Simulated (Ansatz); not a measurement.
Given:

```
CSi
1.0
    2.96693     0.00000     0.00000
   -1.48347     2.56944     0.00000
    0.00000     0.00000     4.86378
Si C
2 2
Direct
  0.33333   0.66667   0.99960
  0.66667   0.33333   0.49960
  0.33333   0.66667   0.37540
  0.66667   0.33333   0.87540
```

Method: PBE with spin-orbit coupling, rigid bands (plane waves, PAW; Ansatz, a program for electronic structure). Condition of this run: hydrostatic pressure of 30 GPa (compression positive) (the target of the relaxation). How the cell was made: cell and atoms relaxed with PBEsol, then loaded as said.

Task: What conductivity effective mass do dilute electrons have at 300 K?

Result: 0.42 (x), 0.42 (y), 0.26 (z) mₑ.

Task: What conductivity effective mass do dilute holes have at 300 K?

Result: 1.36 (x), 1.36 (y), 1.55 (z) mₑ.

Task: And the band gap?

Result: 2.07 eV at this level; semilocal functionals usually fall short of the measured gap.

Rigid bands, one relaxation time for all states, no polarons. Geometry: cell and atoms relaxed with PBEsol.
